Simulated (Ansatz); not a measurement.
Base system: SrTiO3 in the cubic perovskite structure (space group Pm-3m, No. 221; a = 3.891 Å). Axes: x, y, z lie along the cube axes.

All numbers come from PBEsol in Ansatz (plane waves to 420 eV, PAW, without spin-orbit coupling).

Strains are applied to the cell and any free atomic positions relax; under biaxial strain the out-of-plane vector relaxes too.

One change was made to it. Results:

The volume per atom grows by 0.10 Å³, from 11.78 Å³ to 11.88 Å³; the band gap decreases by 0.03 eV, from 1.85 eV to 1.82 eV; the pressure (mean of the normal stresses, compression positive) decreases by 1.520 GPa to -1.52 GPa.

Task: Which of these changes matches the shifts?
(A) biaxial strain +1.20 %, plane normal [001], relaxed out of plane
(B) biaxial strain +1.80 %, plane normal [001], relaxed out of plane
(C) biaxial strain +0.60 %, plane normal [001], relaxed out of plane
(D) biaxial strain +3.00 %, plane normal [001], relaxed out of plane

Result: C, biaxial strain +0.60 %, plane normal [001], relaxed out of plane. For comparison, the pressure in the other runs: biaxial strain +1.80 %, plane normal [001], relaxed out of plane gives -4.28 GPa; biaxial strain +3.00 %, plane normal [001], relaxed out of plane gives -6.71 GPa; biaxial strain +1.20 %, plane normal [001], relaxed out of plane gives -2.95 GPa.

Stability against distortions was not tested. The final runs are not spin-polarised. Many cubic perovskites are stable only at high temperature; tilts and polar distortions were not tested.

Ansatz is a quantum-chemistry and plane-wave program.
